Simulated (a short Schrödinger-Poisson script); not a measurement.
System: symmetric double-gate stack, SiO2 on p-type Si(110), at 300 K.

```
layer  material  thickness (nm)  Na (cm⁻³)
-----  --------  --------------  ---------
1          SiO2             3.6          -
2            Si               6       2e17
3          SiO2             3.6          -
```

Constants are typed, rounded textbook-type inputs, not results; the design itself was drawn at random and stands for no fabricated device. SiO2: permittivity 3.9, conduction-band edge (eV) 3.15, gap (eV) 9, electron mass (mₑ) 0.5. Si: permittivity 11.7, conduction-band edge (eV) 0, gap (eV) 1.124, Nv at 300 K (cm⁻³) 3.1e19.

Channel valleys (confinement mass, in-plane density-of-states mass, number): Δ4 0.315, 0.324, 4; Δ2 0.19, 0.417, 2. At the gates, both at one voltage, the conduction-band edge of layer 1 lies 3.51 eV − eVg above the Fermi level of the channel. Gaps are held at their typed values at every temperature. Mesh 0.03 nm at interfaces.

Solved with a short Schrödinger-Poisson script written for these runs: 1D Poisson equation in equilibrium, electrons quantum, Hartree (BenDaniel-Duke, 12 states a valley, the channel's in-plane mass for all, wave functions ending at the dielectric), parabolic valleys, classical holes, full ionisation, no traps, pinning or gate leakage.

List the lowest subbands of each valley and their electrons at Vg = 2.55 V.


| valley | subband | energy from the Fermi level (meV) | electrons (cm⁻²) | share (%) |
|---|---|---|---|---|
| Δ4 | 0 | -16.3 | 1.48e13 | 66.0 |
| Δ4 | 1 | 37.1 | 2.99e12 | 13.3 |
| Δ4 | 2 | 206.3 | 4.79e9 | 0.0 |
| Δ2 | 0 | 10.7 | 4.57e12 | 20.4 |
| Δ2 | 1 | 128.1 | 6.34e10 | 0.3 |
| Δ2 | 2 | 400.3 | 1700000 | 0.0 |

All electrons: 2.24e13 cm⁻².
